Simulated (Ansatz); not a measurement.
## ZnS, response to strain

Consider ZnS in the wurtzite structure (space group P6_3mc, No. 186).

```xyz
4
Lattice="3.7383 0.0000 0.0000 -1.8691 3.2374 0.0000 0.0000 0.0000 6.1429" Properties=species:S:1:pos:R:3 pbc="T T T"
Zn     0.0000     2.1583     0.0036
Zn     1.8691     1.0791     3.0751
S      0.0000     2.1583     2.2999
S      1.8691     1.0791     5.3714
```

Strains are applied to the cell and any free atomic positions relax.

Method: LDA in Ansatz (plane waves to 420 eV, PAW, no SOC).

```csv
case,band gap,volume per atom,width of the top valence band
base,2.19 eV,18.59 Å³,2.37 eV
isotropic strain +0.60 %,2.11 eV,18.92 Å³,2.30 eV
isotropic strain +1.20 %,2.03 eV,19.26 Å³,2.24 eV
isotropic strain +1.80 %,1.95 eV,19.61 Å³,2.18 eV
isotropic strain +2.40 %,1.87 eV,19.96 Å³,2.12 eV
isotropic strain +3.00 %,1.79 eV,20.31 Å³,2.07 eV
```

Gaps are Kohn–Sham eigenvalue differences; semilocal functionals usually give less than the measured gap. No phonon test of stability was made.

Ansatz is an electronic-structure program.
